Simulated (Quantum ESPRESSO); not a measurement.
A self-consistent single point of RuS2 (Pa-3, 12 atoms in the cell) with Quantum ESPRESSO.

Method of the run: vdW-DF-cx, PseudoDojo standard norm-conserving (PBE) pseudopotentials (plane waves; Quantum ESPRESSO).

```xyz
12
Lattice="5.7230 0.0000 0.0000 0.0000 5.7230 0.0000 0.0000 0.0000 5.7230" Properties=species:S:1:pos:R:3 pbc="T T T"
Ru     0.0000     2.8615     2.8615
Ru     2.8615     2.8615     0.0000
Ru     2.8615     0.0000     2.8615
Ru     0.0000     0.0000     0.0000
S      2.2216     0.6398     5.0831
S      3.5013     5.0831     0.6398
S      0.6398     5.0831     2.2216
S      5.0831     0.6398     3.5013
S      5.0831     2.2216     0.6398
S      0.6398     3.5013     5.0831
S      3.5013     3.5013     3.5013
S      2.2216     2.2216     2.2216
```

Reference input (self-consistent single point, DFT, PBE, plane waves, PseudoDojo standard norm-conserving (PBE) pseudopotentials): ecutwfc = 85 Ry; occupations = smearing; smearing = gauss; degauss = 0.0036749 Ry; potentials = {Ru: Ru.upf, S: S.upf}; K_POINTS = automatic 3 3 3 1 1 1; conv_thr = 1e-10 Ry. This run's input differs from it in these lines:

```diff
@@ -17,2 +17,3 @@
  degauss = 0.0036749,
+ input_dft = 'vdw-df-cx',
 /
```

Output, abridged:

```
     Self-consistent Calculation

     iteration #  1     ecut=    85.00 Ry     beta= 0.70

---- Real-time Memory Report at c_bands before calling an iterative solver
           264 MiB given to the printing process from OS
           199 MiB allocation reported by mallinfo(arena+hblkhd)
------------------

     Threshold (ethr) on eigenvalues was too large:
     Diagonalizing with lowered threshold

---- Real-time Memory Report at c_bands before calling an iterative solver
           306 MiB given to the printing process from OS
           211 MiB allocation reported by mallinfo(arena+hblkhd)
------------------

   [... lines left out ...]
     Non-local corr. energy    =       1.67203391 Ry
     -----------------------------------------------

     total energy              =    -984.84458300 Ry
     estimated scf accuracy    <          3.6E-10 Ry

     iteration # 11     ecut=    85.00 Ry     beta= 0.70

---- Real-time Memory Report at c_bands before calling an iterative solver
           470 MiB given to the printing process from OS
           276 MiB allocation reported by mallinfo(arena+hblkhd)
------------------

     -----------------------------------------------
     Non-local corr. energy    =       1.67203398 Ry
     -----------------------------------------------
     End of self-consistent calculation

     the Fermi energy is    13.3680 ev

!    total energy              =    -984.84458300 Ry
     estimated scf accuracy    <          2.3E-12 Ry
     smearing contrib. (-TS)   =      -0.00000000 Ry
     internal energy E=F+TS    =    -984.84458300 Ry

     convergence has been achieved in  11 iterations

     -----------------------------------------------
     Non-local corr. energy    =       1.67203398 Ry
     -----------------------------------------------

     Forces acting on atoms (cartesian axes, Ry/au):

     atom    1 type  1   force =     0.00000000    0.00000000    0.00000000
     atom    2 type  1   force =    -0.00000000    0.00000000   -0.00000000
     atom    3 type  1   force =    -0.00000000    0.00000000    0.00000000
   [... lines left out ...]
     Total force =     0.037164     Total SCF correction =     0.000000
   [... lines left out ...]
     Non-local corr. energy    =       1.67203398 Ry
     -----------------------------------------------

          total   stress  (Ry/bohr**3)                   (kbar)     P=     -100.62
  -0.00068401   0.00000000   0.00000000         -100.62        0.00        0.00
   0.00000000  -0.00068401   0.00000000            0.00     -100.62        0.00
   0.00000000   0.00000000  -0.00068401            0.00        0.00     -100.62

   JOB DONE.
```

The run converged in 11 iterations. Against the reference run the pressure goes from -6.05 to -10.06 GPa, the largest force goes from 0.211 to 0.338 eV/Å and the gap on the mesh moves little (1.478 to 1.479 eV).

The starting cell comes from a database of computed structures (which also holds hypothetical and non-ambient phases and stackings), without a prior relaxation at this level. Its lattice was rescaled by a random factor within 2.5 % of one. With a pressure of about -10 GPa the cell is away from its equilibrium volume at this level. The shifted mesh does not hold Γ, so a gap read on it misses any band edge there.

Cost on one core of a shared machine: roughly 2 min.
